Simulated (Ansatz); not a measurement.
Functionals compared on the (111)A surface of 3C silicon carbide, Si-terminated, Br on every top atom (bottom of the slab: 1 H on 1 bottom site), in Ansatz (plane waves, PAW). The structure was relaxed with PBE; the other rows are single points on it. Cutoff 420 eV (500 eV for r2SCAN).

Slab: 10 atoms, 11.7 Å thick at the start with caps and adatoms (thin: gaps and levels are the slab's own); k 10x10x1, smearing 0.025 eV, dipole-corrected; 2 atoms held, the rest relaxed; held to the start's symmetry, so lower structures may exist; no spin (no spin-polarised run to compare, though such a face may carry moments), no spin-orbit, no U. The slab shows no gap on its mesh. It is one candidate, not shown to be the stable structure of the face. These notes are the PBE run's.

```json
[
 {"functional": "PBE", "work function of the top face (eV)": "4.03", "rough cost of the single point": "–"},
 {"functional": "r2SCAN", "work function of the top face (eV)": "___", "rough cost of the single point": "roughly 14 core-seconds"}
]
```

**Question.** Some entries are withheld; supply them.

**Answer.** 
- r2SCAN, work function of the top face (eV): 4.23

Ansatz is a first-principles code.
